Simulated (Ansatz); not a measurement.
**What uniaxial strain ε_zz = +1.00 % does to Os**

Base system: Os in the hcp (Mg type) structure (space group P6_3/mmc, No. 194; a = 2.7543 Å, c = 4.3474 Å; relaxed with 0.1 eV smearing). Axes: x lies along a and z along c of the hexagonal cell.

One thing is altered: uniaxial strain ε_zz = +1.00 %, all other strain components held at zero, atoms relaxed at fixed cell.

All numbers come from plane-wave PAW DFT at the PBE level (Ansatz, a program for electronic structure, 420 eV), spin-orbit coupling left out. Γ-centred 24×24×13 mesh, Fermi–Dirac width 0.1 eV.

| quantity | base | changed | shift |
|---|---|---|---|
| volume per atom | 14.28 Å³ | 14.42 Å³ | +0.14 Å³ |
| space group | P6_3/mmc (No. 194) | P6_3/mmc (No. 194) | – |
| energy relative to the base (free energy F) | 0 meV/atom | +3.5 meV/atom | +3.5 meV/atom |
| band gap | zero | zero | – |
| stress (xx, yy, zz, yz, xz, xy; compression positive) | – | (-2.1, -2.1, -7.8, 0.0, 0.0, 0.0) GPa | – |

Final structure:

```
Os
1.0
    2.75433     0.00000     0.00000
   -1.37717     2.38532     0.00000
    0.00000     0.00000     4.39086
Os
2
Direct
  0.66667   0.33333   0.75000
  0.33333   0.66667   0.25000
```

Stability against distortions was not tested. The final runs are not spin-polarised.
